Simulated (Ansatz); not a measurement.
Take CdSe in the wurtzite structure (space group P6_3mc, No. 186; a = 4.302 Å, c = 7.021 Å) as the base.

Level of theory: PBEsol in Ansatz (plane waves to 420 eV, PAW, scalar-relativistic without spin-orbit coupling), earlier PAW set.

For the base:

* **c/a ratio**: 1.632
* **Lattice parameter a**: 4.302 Å

Modification: Cu takes the place of Cd on all its sites, then cell and atoms are relaxed.

**Question.** Estimate the effect on the c/a ratio and lattice parameter a.

**Answer.** The c/a ratio grows by 0.127, from 1.632 to 1.759; the lattice parameter a drops by 0.583 Å, from 4.302 Å to 3.719 Å.

Stability against distortions was not tested. As relaxed here, CuSe is a hypothetical phase, not in the database extracts checked. The final runs are not spin-polarised.

Ansatz is a first-principles code.
